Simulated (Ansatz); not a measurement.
Consider TlCl in the CsCl type structure (space group Pm-3m, No. 221; a = 3.9001 Å).

Method: Ansatz (a quantum-chemistry and plane-wave program), PBE, PAW, cutoff 420 eV, no spin-orbit coupling.

Before the change:

The valley order is X along ⟨100⟩ 2.20 eV; R along ⟨111⟩ 2.72 eV and the hole mass comes out as 0.31 mₑ along k, 0.64 mₑ across (at X). The pressure comes out as 0.00 GPa and the width of the top valence band is 1.78 eV.

The change: the cell is scaled by 1.0150 in all directions, atoms relaxed at fixed cell.

**Question.** Estimate the effect on the valley order, mean gap deformation potential ΔEg/Δln V, hole mass, pressure and width of the top valence band.

**Answer.** The valley order (the lowest conduction-band minima on the path, energy above the VBM, named in the base's zone) goes from X along ⟨100⟩ 2.20 eV; R along ⟨111⟩ 2.72 eV to X along ⟨100⟩ 2.29 eV; R along ⟨111⟩ 2.86 eV; the mean gap deformation potential ΔEg/Δln V comes out as +2.1 eV; the hole mass becomes 0.36 mₑ along k, 0.68 mₑ across (at X) (base: 0.31 mₑ along k, 0.64 mₑ across (at X)); the pressure goes from zero to -0.88 GPa; the width of the top valence band drops by 0.208 eV (1.78 eV → 1.58 eV).

With Tl present, leaving out spin-orbit coupling can change the band edges. The cells carry an imposed strain or load. Masses are band curvatures over ±0.01 Å⁻¹ around the edge. Along k means along the line from Γ to the band edge. Whether these cells are dynamically stable was not tested.
